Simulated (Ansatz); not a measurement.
Where the default PAW files enter, the runs use the earlier of Ansatz's two default sets.

Here is the system:

```
ZnS
1.0
    3.80796     0.00000     0.00000
   -1.90398     3.29779     0.00000
    0.00000     0.00000    18.67874
Zn S
6 6
Direct
  0.33333   0.66667   0.83326
  0.66667   0.33333   0.33326
  0.66667   0.33333   0.66686
  0.33333   0.66667   0.16686
  0.00000   0.00000   0.49994
  0.00000   0.00000   0.99994
  0.33333   0.66667   0.95812
  0.66667   0.33333   0.45812
  0.66667   0.33333   0.79171
  0.33333   0.66667   0.29171
  0.00000   0.00000   0.62511
  0.00000   0.00000   0.12511
```

Space group of this cell: P6_3mc. The cell is taken as given.

All values below come from r2SCAN (plane waves, PAW; Ansatz, a program for electronic structure).

The current runs along the normal of the first two printed vectors; no spin-orbit coupling. Scaled by the factor s: the length along the current (ions clamped). Meshes 12×12×2 and 12×12 across the current in all rows.

```tsv
s	mean pressure (GPa)	band gap (eV)
0.97	2.8	?
1.00	0.1	2.73
1.03	-1.9	2.53
```

Task: Take the slope of the band gap against ln s from the two given rows, extrapolate to s = 0.97, and say what the run there gives.

Result: Slope = (2.53 − 2.73) / ln 1.03 = -6.77 eV. The line gives 2.73 + (-6.77) × ln 0.97 = 2.94 eV. The run gives 2.83 eV, 0.11 eV under the line, 51 % of the predicted step.
